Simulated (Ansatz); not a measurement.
Spacing of the highest filled and lowest empty level at the zone centre in eight small model glasses of hand-chosen composition and density, fast-quenched (anions pushed apart in CHGNet runs), each at its PBE geometry, by PBE and by r2SCAN (Ansatz, a program for electronic structure, plane waves, PAW). The cells are the first eight to finish that balance their formal charges, show no moments and no lower geometry on charging where those were tested, and have a gap at both levels; defect levels can set the spacings.

```csv
cell,quench by,pressure (GPa),levels at the gap,PBE (eV),"experiment, tabulated (eV)"
Al45O72H9,CHGNet,2.8,localised at the filled edge,3.74,-
Hf18O39Ga2,CHGNet,-2.3,spread,3.79,-
Ti20O43La2,CHGNet,0.0,spread,2.76,-
In24O37Ba,CHGNet,-1.2,localised at the filled edge,0.54,-
Ti20O41Be,CHGNet,0.0,spread,2.67,-
In9Ga9Zn9O37Ag2,CHGNet,3.4,localised at the filled edge,0.58,-
Zr20O43Mo,CHGNet,0.1,localised at both edges,2.15,-
Ti20O43In2,CHGNet,1.1,localised at the filled edge,2.75,-
```

Task: What does r2SCAN give, and how does it move these values against PBE?

Result: Al45O72H9 4.42, Hf18O39Ga2 4.31, Ti20O43La2 3.12, In24O37Ba 1.00, Ti20O41Be 3.01, In9Ga9Zn9O37Ag2 0.98, Zr20O43Mo 2.38, Ti20O43In2 3.09 eV. It raises them by +0.23 to +0.68 eV, +0.42 eV on average. A straight line through the eight gives r2SCAN = 1.04 × PBE +0.32 eV, with a scatter of 0.12 eV.
